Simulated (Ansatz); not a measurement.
## Response to strain in Al

Consider Al in the fcc (Cu type) structure (space group Fm-3m, No. 225; a = 3.994 Å; relaxed with 0.1 eV smearing). Axes: x, y, z lie along the cube axes.

Strains are applied to the cell and any free atomic positions relax.

All numbers come from r2SCAN (Ansatz, a quantum-chemistry and plane-wave program; PAW; 500 eV plane waves; without spin-orbit coupling).

Notes on the quantities. energy relative to the base: free energy F; pressure: mean of the normal stresses, compression positive.

```
change                          energy relative to the base  pressure  volume per atom
------------------------------  ---------------------------  --------  ---------------
base                                             0 meV/atom   0.0 GPa         15.92 Å³
uniaxial strain ε_zz = +0.50 %                +0.2 meV/atom       ___         16.00 Å³
uniaxial strain ε_zz = +1.00 %                +0.6 meV/atom       ___         16.08 Å³
uniaxial strain ε_zz = +1.50 %                +1.4 meV/atom  -1.3 GPa         16.16 Å³
uniaxial strain ε_zz = +2.00 %                          ___       ___         16.24 Å³
uniaxial strain ε_zz = +2.50 %                +3.9 meV/atom  -2.1 GPa         16.32 Å³
uniaxial strain ε_zz = +3.00 %                +5.6 meV/atom  -2.5 GPa         16.40 Å³
```

Problem. Some entries are withheld; estimate them.

Solution. 
- uniaxial strain ε_zz = +0.50 %, pressure: -0.5 GPa
- uniaxial strain ε_zz = +1.00 %, pressure: -0.9 GPa
- uniaxial strain ε_zz = +2.00 %, energy relative to the base: +2.5 meV/atom
- uniaxial strain ε_zz = +2.00 %, pressure: -1.7 GPa

Whether these cells are dynamically stable was not tested.
